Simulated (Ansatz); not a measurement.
**PbI2 in the 2H-MoS2 type structure (space group P6_3/mmc, No. 194; a hypothetical phase, not in the database extracts checked)**

```
PbI2
1.0
    4.27317     0.00000     0.00000
   -2.13658     3.70067     0.00000
    0.00000     0.00000    14.36203
Pb I
2 4
Direct
  0.33333   0.66667   0.25000
  0.66667   0.33333   0.75000
  0.33333   0.66667   0.60791
  0.66667   0.33333   0.10791
  0.66667   0.33333   0.39209
  0.33333   0.66667   0.89209
```

Calculations: Kohn–Sham DFT with the PBEsol-D3(BJ) functional, run in Ansatz (a first-principles code) with PAW and 420 eV plane waves, no spin-orbit coupling, earlier PAW set. k-mesh 9×9×3 (Γ-centred); smearing 0.05 eV (Fermi–Dirac).

| Property | Value |
|---|---|
| Volume per atom | 37.85 Å³ |
| Density | 6.74 g/cm³ |
| Band gap | 1.39 eV, indirect, Γ → K |
| Electron mass | 0.36 mₑ along c, 0.50 mₑ across |
| Hole mass | 0.33 mₑ along c, 1.5 mₑ across |
| Lowest conduction-band minima above the VBM | K (1/3, 1/3, 0) 1.39 eV; M (1/2, 0, 0) 1.66 eV; Γ 2.61 eV |
| Total energy | -8874.833 eV/atom (σ→0; compares only within this code and set-up) |

With I and Pb present, leaving out spin-orbit coupling can change the band edges. Effective masses come from finite differences of ±0.01 Å⁻¹. Whether these cells are dynamically stable was not tested.
